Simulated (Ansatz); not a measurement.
## Response to strain in Ge

Consider Ge in the diamond structure (space group Fd-3m, No. 227).

```xyz
2
Lattice="0.0000 2.8372 2.8372 2.8372 0.0000 2.8372 2.8372 2.8372 0.0000" Properties=species:S:1:pos:R:3 pbc="T T T"
Ge     0.0000     0.0000     0.0000
Ge     1.4186     1.4186     1.4186
```

Cartesian axes are those of the cell as printed.

Strains are applied to the cell and any free atomic positions relax; under biaxial strain the out-of-plane vector relaxes too.

Calculations: r2SCAN (Ansatz, a program for electronic structure; PAW; 500 eV plane waves; without spin-orbit coupling).

```tsv
biaxial strain, plane normal [111], relaxed out of plane (%)	out-of-plane strain (%)
-2.5	0.89
-2.08	?
-1.67	0.58
-1.25	0.43
-0.83	0.29
-0.42	0.14
0	0.00
```

Problem. Fit ε⊥ = −νε + γε² (strains in %) to the rows shown and predict the withheld row.

Solution. Least squares on the printed values gives ν = 0.34 (the biaxial Poisson response) and γ = 0.008 (largest residual 0.01 %); this predicts 0.73 %, and the run gives 0.73 %, in agreement.

No phonon test of stability was made.
